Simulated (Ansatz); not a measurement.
Data:

```yaml
crystal:
  lattice:
    - [3.67399, 0.00000, 0.00000]
    - [1.83700, 3.18177, 0.00000]
    - [1.83700, -1.06059, 3.18503]
  atoms:
    - { symbol: S, position: [0.49232, 0.75384, 0.26152] }
    - { symbol: Zn, position: [0.00768, 0.99616, 0.98848] }
```

No spin polarisation.

Calculations: DFT with r2SCAN, PAW potentials and a 500 eV plane-wave cutoff in Ansatz (a first-principles code), without spin-orbit coupling, earlier PAW set. Settings: 11×11×11 k-points, 0.05 eV Fermi–Dirac smearing.

Task: Predict the electron mass, pressure and valence-band top at Γ.

Result: 
* **Electron mass**: 0.16 mₑ out of plane, 0.23 mₑ in plane (at Γ)
* **Pressure (mean of the normal stresses, compression positive)**: 4.27 GPa
* **Valence-band top at Γ (three highest levels, from the VBM)**: 0.00, 0.00, -0.41 eV

The levels and masses belong to the bands next to the band gap. The cells carry an imposed strain or load. Effective masses come from finite differences of ±0.01 Å⁻¹. Stability against distortions was not tested. The cell was made from ZnS in the zinc blende structure (space group F-43m, No. 216) by this change: biaxial strain −3.61 %, plane normal [111], relaxed out of plane.
